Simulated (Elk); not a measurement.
**Worked example: self-consistent single point of AlNi (Fd-3m, 4 atoms in the cell) in Elk**

Computed with LDA (PW92), all-electron FP-LAPW, Elk's shipped species files, APW+lo basis with extra local orbitals run with Elk.

This input was run:

```
tasks
  0

xctype
  3

spinpol
  .true.

reducebf
  0.8

rgkmax
  7.5

gmaxvr
  16.0

nxlo
  2

lorbcnd
  .true.

rmtscf
  0.93

lmaxi
  2

nempty
  12

stype
  1

swidth
  0.00734986

avec
    0.0000000000    5.5163543325    5.5163543325
    5.5163543325    0.0000000000    5.5163543325
    5.5163543325    5.5163543325    0.0000000000

atoms
  2   : nspecies
  'Al.in'   : spfname
  2   : natoms; atposl, bfcmt below
  0.7500000000  0.7500000000  0.7500000000    0.0 0.0 0.0
  0.5000000000  0.5000000000  0.5000000000    0.0 0.0 0.0
  'Ni.in'   : spfname
  2   : natoms; atposl, bfcmt below
  0.0000000000  0.0000000000  0.0000000000    0.0 0.0 -1.0
  0.2500000000  0.2500000000  0.2500000000    0.0 0.0 -1.0

ngridk
  6 6 6
```

Log, with long lists cut:

```
│ Elk code version 10.2.4 │

All units are atomic (Hartree, Bohr, etc.)

│ Ground-state run starting from atomic densities │

Lattice vectors :
   0.000000000       5.516354332       5.516354332
   5.516354332       0.000000000       5.516354332
   5.516354332       5.516354332       0.000000000

Unit cell volume      :    335.7271464
Brillouin zone volume :   0.7388446722

Muffin-tin inner radius fraction :   0.1000000000E-01

Nuclei treated as point charges

Species :    1 (Al)
 parameters loaded from : Al.in
 name : aluminium
 nuclear charge    :   -13.00000000
 electronic charge :    13.00000000
 atomic mass :    49184.33492
 muffin-tin radius :    2.046000000
 number of radial points in muffin-tin :    397
 atomic positions (lattice), magnetic fields (Cartesian) :
   1 :   0.12500000  0.12500000  0.12500000    0.00000000  0.00000000  0.00000000
   2 :  -0.12500000 -0.12500000 -0.12500000    0.00000000  0.00000000  0.00000000

Species :    2 (Ni)
 parameters loaded from : Ni.in
 name : nickel
 nuclear charge    :   -28.00000000
 electronic charge :    28.00000000
 atomic mass :    106991.5230
 muffin-tin radius :    2.232000000
 number of radial points in muffin-tin :    497
 atomic positions (lattice), magnetic fields (Cartesian) :
   1 :   0.37500000  0.37500000  0.37500000    0.00000000  0.00000000 -1.00000000
   2 :  -0.37500000 -0.37500000 -0.37500000    0.00000000  0.00000000 -1.00000000

Total number of atoms per unit cell :    4

Spin treatment :
 spin-polarised
 global magnetic field (Cartesian) :    0.000000000       0.000000000       0.000000000
 collinear magnetisation in z-direction

Number of Bravais lattice symmetries :   48
Number of crystal symmetries         :   48
Crystal has inversion symmetry
Real symmetric eigensolver will be used

k-point grid :      6     6     6
k-point offset :    0.000000000       0.000000000       0.000000000
   [... lines left out ...]
 potential will be trimmed for |G| > 2 gkmax
Constant for pseudocharge density :    9
Radial integration step length :    4

G-vector grid sizes :     40    40    40
Number of G-vectors :    23289

Maximum angular momentum used for
 APW functions                      :    8
 outer part of muffin-tin           :    6
 inner part of muffin-tin           :    2

Total nuclear charge    :   -82.00000000
Total core charge       :    32.00000000
Total valence charge    :    50.00000000
Total excess charge     :    0.000000000
Total electronic charge :    82.00000000

Effective Wigner radius, rₛ :   0.9924180757

Number of empty states         :   48
Total number of valence states :  146
Total number of core states    :   32

Conduction state local-orbitals added automatically
Total number of local-orbitals :  300

Exchange-correlation functional :      3     0     0
 Perdew-Wang/Ceperley-Alder, Phys. Rev. B 45, 13244 (1992)
 gradient requirement :    0
 local density approximation (LDA)

Smearing type :    1
 Methfessel-Paxton order 1, Phys. Rev. B 40, 3616 (1989)
Smearing width :   0.7349860000E-02
Effective electronic temperature (K) :    2320.902224

Mixing type :    3
 Broyden mixing, J. Phys. A: Math. Gen. 17, L317 (1984)

Kohn-Sham potential initialised from atomic data
│ Self-consistent loop started │
│ Loop number : 1 │
 total energy                :     -3539.42164817
 total moment                :   0.9114801407
│ Loop number : 2 │
 total energy                :     -3538.41905560
 total moment                :   0.9227472268
RMS change in Kohn-Sham potential (target) :   0.2741945232     (  0.1000000000E-05)
Absolute change in total energy (target)   :    1.002592572     (  0.1000000000E-03)
│ Loop number : 3 │
 total energy                :     -3538.86296417
 total moment                :   0.9065930585
RMS change in Kohn-Sham potential (target) :   0.2755612530     (  0.1000000000E-05)
Absolute change in total energy (target)   :   0.1932604295     (  0.1000000000E-03)
│ Loop number : 4 │
 total energy                :     -3536.14643040
 total moment                :   0.8825215123
RMS change in Kohn-Sham potential (target) :   0.2309461843     (  0.1000000000E-05)
Absolute change in total energy (target)   :    2.668218658     (  0.1000000000E-03)
│ Loop number : 5 │
 total energy                :     -3527.27047898
   [... lines left out ...]
RMS change in Kohn-Sham potential (target) :   0.1255515691E-05 (  0.1000000000E-05)
Absolute change in total energy (target)   :   0.6497544291E-05 (  0.1000000000E-03)
│ Loop number : 23 │
 total energy                :     -3520.68475477
 total moment                :   0.9891572152E-03
RMS change in Kohn-Sham potential (target) :   0.2330105269E-05 (  0.1000000000E-05)
Absolute change in total energy (target)   :   0.3946791321E-04 (  0.1000000000E-03)
│ Loop number : 24 │
 total energy                :     -3520.68474229
 total moment                :   0.1439652761E-02
RMS change in Kohn-Sham potential (target) :   0.1657418290E-05 (  0.1000000000E-05)
Absolute change in total energy (target)   :   0.2234413478E-04 (  0.1000000000E-03)
│ Loop number : 25 │
 total energy                :     -3520.68473789
 total moment                :   0.7993422547E-03
RMS change in Kohn-Sham potential (target) :   0.6190625319E-06 (  0.1000000000E-05)
Absolute change in total energy (target)   :   0.9987696103E-05 (  0.1000000000E-03)
Convergence targets achieved

│ Loop number : 26 │

Energies :
 Fermi                       :     0.312401947489
 sum of eigenvalues          :     -1998.53497561
 electron kinetic            :      3567.92584730
 core electron kinetic       :      3124.93827152
 Coulomb                     :     -6930.86806447
 Coulomb potential           :     -5357.73355174
 nuclear-nuclear             :     -482.435046279
 electron-nuclear            :     -7539.13248464
 Hartree                     :      1090.69946645
 Madelung                    :     -4252.00128860
 xc potential                :     -208.727271158
 xc effective B-field        :    -0.972893121638E-08
 external B-field            :      0.00000000000
 exchange                    :     -150.845864878
 correlation                 :     -6.89666551362
 total energy                :     -3520.68474756
 (external B-field energy excluded from total)

Density of states at Fermi energy :    48.47564213
 (states/Hartree/unit cell)

Estimated indirect band gap :   0.6311389545E-02
 from k-point      8 to k-point      7
Estimated direct band gap   :   0.2593441915E-01
 at k-point      6

Charges :
 core                        :    32.00000000
 valence                     :    50.00000000
 interstitial                :    5.926049528
 muffin-tins (core leakage)
  species :    1 (Al)
   atom    1                 :    11.03810019     (  0.1128194136E-02)
   atom    2                 :    11.03810019     (  0.1128194136E-02)
  species :    2 (Ni)
   atom    1                 :    26.99887505     (  0.7194796129E-03)
   atom    2                 :    26.99887505     (  0.7194796129E-03)
 total in muffin-tins        :    76.07395047
 total calculated charge     :    81.97719764
 total charge                :    82.00000000
 error                       :   0.2280236292E-01

Moments :
 interstitial                :  -0.9631133489E-04
 muffin-tins
  species :    1 (Al)
   atom    1                 :  -0.2318200698E-04
   atom    2                 :  -0.2318200698E-04
  species :    2 (Ni)
   atom    1                 :   0.4894881765E-03
   atom    2                 :   0.4894881765E-03
 total in muffin-tins        :   0.9326123390E-03
 total moment                :   0.8363010041E-03

│ Self-consistent loop stopped │
```

The run converged in 26 iterations. The count includes the last loop, which Elk runs after its targets are met.

The starting cell was generated: these elements placed on a structure prototype, without a prior relaxation; it need not be a known phase or ordering of this composition. The starting moments vanished: the run ended non-magnetic, which need not be the lowest state. Values depend on the basis (sphere radii, cutoffs, local orbitals), which need not be converged. The log's line on a gap gives a spacing of levels on this mesh, which the program prints for metals too.

Cost on one core of a shared machine: roughly 90 s.
